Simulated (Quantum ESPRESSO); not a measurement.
A self-consistent single point of WC (P3m1, 2 atoms in the cell) with Quantum ESPRESSO.

Computed with LDA (PZ), PSlibrary ultrasoft (LDA) pseudopotentials (plane waves; Quantum ESPRESSO 7.5).

```
CELL_PARAMETERS angstrom
      2.92455     0.00000     0.00000
     -1.46227     2.53274     0.00000
      0.00000     0.00000     2.85420
ATOMIC_POSITIONS crystal
  W  0.00000 0.00000 0.01752
  C  0.33333 0.66667 0.50000
```

Reference input (self-consistent single point, DFT, LDA (PZ), plane waves, PSlibrary ultrasoft (LDA) pseudopotentials): ecutwfc = 55 Ry; ecutrho = 495 Ry; occupations = smearing; smearing = gaussian; degauss = 0.0073499 Ry; potentials = {W: W.pz-spn-rrkjus_psl.1.0.0.UPF, C: C.pz-n-rrkjus_psl.1.0.0.UPF}; K_POINTS = automatic 8 8 7 0 0 0; conv_thr = 1e-11 Ry; mixing_beta = 0.3. This run's input differs from it in these lines:

```diff
@@ -18,3 +18,3 @@
     smearing = 'gaussian',
-    degauss = 0.0073499,
+    degauss = 0.02205,
 /
@@ -31,3 +31,3 @@
 K_POINTS automatic
-8 8 7  0 0 0
+21 21 18  0 0 0
```

Output (repeated stretches shortened):

```
     Self-consistent Calculation

     iteration #  1     ecut=    55.00 Ry     beta= 0.30

     total energy              =    -170.36132259 Ry
     estimated scf accuracy    <       0.45788204 Ry

     iteration #  2     ecut=    55.00 Ry     beta= 0.30

     total energy              =    -170.44861231 Ry
     estimated scf accuracy    <       0.00668134 Ry

     iteration #  3     ecut=    55.00 Ry     beta= 0.30

     total energy              =    -170.44907928 Ry
     estimated scf accuracy    <       0.00322525 Ry

   [... 8 blocks of this kind left out ...]

     iteration # 12     ecut=    55.00 Ry     beta= 0.30

     total energy              =    -170.44915234 Ry
     estimated scf accuracy    <          4.5E-11 Ry

     iteration # 13     ecut=    55.00 Ry     beta= 0.30
     End of self-consistent calculation

     Number of k-points >= 100: set verbosity='high' to print the bands.

     the Fermi energy is    19.8428 ev

!    total energy              =    -170.44915234 Ry
     estimated scf accuracy    <          2.5E-12 Ry
     smearing contrib. (-TS)   =      -0.00102542 Ry
     internal energy E=F+TS    =    -170.44812692 Ry

     convergence has been achieved in  13 iterations

     Forces acting on atoms (cartesian axes, Ry/au):

     atom    1 type  1   force =     0.00000000    0.00000000   -0.02351880
     atom    2 type  2   force =     0.00000000    0.00000000    0.02351880

     Total force =     0.033261     Total SCF correction =     0.000003

          total   stress  (Ry/bohr**3)                   (kbar)     P=     -179.52
  -0.00114308  -0.00000000   0.00000000         -168.15       -0.00        0.00
  -0.00000000  -0.00114308   0.00000000           -0.00     -168.15        0.00
   0.00000000  -0.00000000  -0.00137486            0.00       -0.00     -202.25

   JOB DONE.
```

The run converged in 13 iterations. Against the reference run the free energy drops by 1.4 meV/atom, the pressure stays near -17.95 GPa while the zz stress (positive for compression) goes from -20.54 to -20.22 GPa and the largest force goes from 0.616 to 0.605 eV/Å.

The starting cell has typed, rounded lattice constants, without a prior relaxation at this level. Its lattice was rescaled by up to half a per cent. One atom was moved a little off its site on purpose. Spin polarisation is off. With a pressure of about -18 GPa the cell is away from its equilibrium volume at this level.

Cost on one core of a shared machine: roughly 3 min.
